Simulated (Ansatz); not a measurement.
**What pressure 7.5 GPa does to PtTe2**

The reference is PtTe2 (space group P-3m1, No. 164; a = 4.009 Å, c = 4.959 Å; layered).

One thing is altered: cell and atoms relaxed at a pressure of 7.5 GPa.

The values are results of PBEsol-D3(BJ) (Ansatz, an electronic-structure program; PAW; 420 eV plane waves; no spin-orbit coupling), not measurements. Γ-centred 13×13×10 mesh, Fermi–Dirac width 0.05 eV.

```csv
quantity,base,changed,shift
volume per atom,23.01 Å³,21.43 Å³,-1.58 Å³
c/a ratio,1.237,1.201,-0.036
shortest interatomic distance,2.675 Å,2.639 Å,-0.036 Å
enthalpy H = E + PV relative to the base's energy,–,+1.04 eV/atom,–
band gap,zero,zero,–
```

Load acts through the strain it causes; cell and atoms are relaxed under it. No phonon test of stability was made. Competing high-pressure phases were not computed. All final runs are without spin polarisation.
